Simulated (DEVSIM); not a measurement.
System: Al/SiO2/p-GaAs capacitor, at 300 K.

```
layer (left to right)  material  thickness (nm)  Na (cm⁻³)
---------------------  --------  --------------  ---------
1                          SiO2            36.0          -
2                          GaAs            8100     6.4e15
```

Metal gate on the left, work function 4.1 eV. Fixed charge at the semiconductor interface 0 cm⁻² (in units of +e); no interface traps.

The device is made up for the run: typed textbook-type constants, with dimensions and the other settings drawn at random. Values at 300 K.

| parameter | SiO2 | GaAs |
|---|---|---|
| gap (eV) | 9 | 1.424 |
| affinity (eV) | 0.9 | 4.07 |
| permittivity | 3.9 | 12.9 |
| Nc (cm⁻³) | - | 4.7e17 |
| Nv (cm⁻³) | - | 9e18 |

Simulated with DEVSIM: 1D Poisson equation in equilibrium, Boltzmann statistics, complete ionisation; no quantum confinement or tunnelling. Metal contacts follow the ideal Schottky-Mott rule: no Fermi-level pinning, no interface dipoles.

Tabulate band edges, carrier densities and field at -4.2 V on the gate.

Energies count from the Fermi level of the right contact; mesh points crowd at the junctions.

```csv
x (μm),Ec (eV),Ev (eV),n (cm⁻³),p (cm⁻³),field (V/cm)
0.000,7.400,-1.600,< 1e2,< 1e2,-780000
0.001872,7.254,-1.746,< 1e2,< 1e2,-780000
0.006318,6.907,-2.093,< 1e2,< 1e2,-780000
0.01770,6.018,-2.982,< 1e2,< 1e2,-780000
0.03128,4.958,-4.042,< 1e2,< 1e2,-780000
0.03479,4.684,-4.316,< 1e2,< 1e2,-780000
0.03631,1.413,-0.011,< 1e2,5.9e18,-210000
0.04017,1.365,-0.059,< 1e2,9.2e17,-80000
0.04861,1.323,-0.101,< 1e2,1.8e17,-33000
0.07165,1.280,-0.144,< 1e2,3.4e16,-11000
0.1299,1.248,-0.176,< 1e2,1.0e16,-2400
0.3795,1.237,-0.187,< 1e2,6.4e15,-20
0.9558,1.237,-0.187,< 1e2,6.4e15,≈ 0
2.414,1.237,-0.187,< 1e2,6.4e15,≈ 0
6.215,1.237,-0.187,< 1e2,6.4e15,≈ 0
7.418,1.237,-0.187,< 1e2,6.4e15,≈ 0
7.859,1.237,-0.187,< 1e2,6.4e15,≈ 0
8.033,1.237,-0.187,< 1e2,6.4e15,≈ 0
8.108,1.237,-0.187,< 1e2,6.4e15,≈ 0
8.126,1.237,-0.187,< 1e2,6.4e15,≈ 0
8.133,1.237,-0.187,< 1e2,6.4e15,≈ 0
8.136,1.237,-0.187,< 1e2,6.4e15,≈ 0
```
